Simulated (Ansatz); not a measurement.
Functionals compared on the (10-13) surface of hcp Cd in its 1x1 cell, outermost plane spacing 1.29 Å in the ideal cut (one of several cuts of this face), in Ansatz (plane waves, PAW). The structure was relaxed with PBE; the other rows are single points on it, each with its references at the same level. Cutoff 420 eV (500 eV for r2SCAN).

Set-up: 14 atoms, 10.5 Å thick at the start; mesh 13x4x1; 0.1 eV smearing; dipole correction on; all atoms relaxed; held to the part of the start's symmetry that mesh and held atoms allow; no spin, no spin-orbit, no U. These notes are the PBE run's.

| functional | surface energy (J/m²) | work function of the top face (eV) | rough cost of the single point |
|---|---|---|---|
| PBE | 0.42 | 3.93 | – |
| LDA | 0.68 | 4.27 | roughly 4 core-minutes |
| PBEsol | [?] | [?] | about 5 core-minutes (a rough figure) |
| RPBE | 0.28 | 3.77 | roughly 5 core-minutes |
| r2SCAN | 0.56 | 3.97 | very roughly 6 core-minutes |

Question: What belongs in the gaps?

Answer: 
- PBEsol, surface energy (J/m²): 0.60
- PBEsol, work function of the top face (eV): 4.03

Ansatz is an electronic-structure program.
